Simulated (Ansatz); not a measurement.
Consider Al vacancy in wurtzite AlN strained by -1.5 % along x and y, z held, charge state -3. Computed with PBE, PAW (plane waves to 420 eV; Ansatz, a quantum-chemistry and plane-wave program).

72-site cell at the strained lattice (strain from the relaxed PBE one, atoms relaxed), a 2×2×2 k-point mesh shifted by half a step along c, smearing 0.01 eV, spin-restricted, no finite-size correction. No zero-point or tunnelling terms. The charge state is imposed; whether it is stable for some Fermi level was not computed. Forms of the defect that were not tried may lie lower.

The step: one Al atom jumps into the vacancy from a nearby Al site. Atoms about the jump, Cartesian Å from the middle of the jump, before and after:

```tsv
atom	x0	y0	z0	x1	y1	z1
Al1	0.00	1.77	1.24	0.00	-1.77	-1.24
N2	1.54	0.90	0.65	1.66	0.82	0.58
N3	-1.54	0.90	0.65	-1.66	0.82	0.58
N4	0.00	-1.78	0.93	0.00	-1.79	0.65
N5	0.00	1.79	-1.86	0.00	1.78	-1.94
Al6	-1.53	0.84	-1.27	-1.52	0.91	-1.21
Al7	1.53	0.84	-1.27	1.52	0.91	-1.21
Al8	-1.52	-0.90	1.23	-1.53	-0.83	1.24
Al9	1.52	-0.90	1.23	1.53	-0.83	1.24
N10	1.66	-0.82	-1.93	1.54	-0.90	-1.87
N11	-1.66	-0.82	-1.93	-1.54	-0.90	-1.87
```

Problem. Predict the transition state.

Solution. 
| atom | x | y | z |
|---|---|---|---|
| Al1 | 0.00 | 0.30 | 0.15 |
| N2 | 1.70 | 0.76 | 0.52 |
| N3 | -1.70 | 0.76 | 0.52 |
| N4 | 0.00 | -1.52 | 0.87 |
| N5 | 0.00 | 1.69 | -1.80 |
| Al6 | -1.72 | 0.88 | -1.44 |
| Al7 | 1.72 | 0.88 | -1.44 |
| Al8 | -1.70 | -0.94 | 1.36 |
| Al9 | 1.70 | -0.94 | 1.36 |
| N10 | 1.66 | -0.84 | -1.91 |
| N11 | -1.66 | -0.84 | -1.91 |
It lies 5.18 eV above the start and 5.18 eV above the end. The saddle point's order was not checked, and it lies on a symmetry element of the cell, where a band can be held.
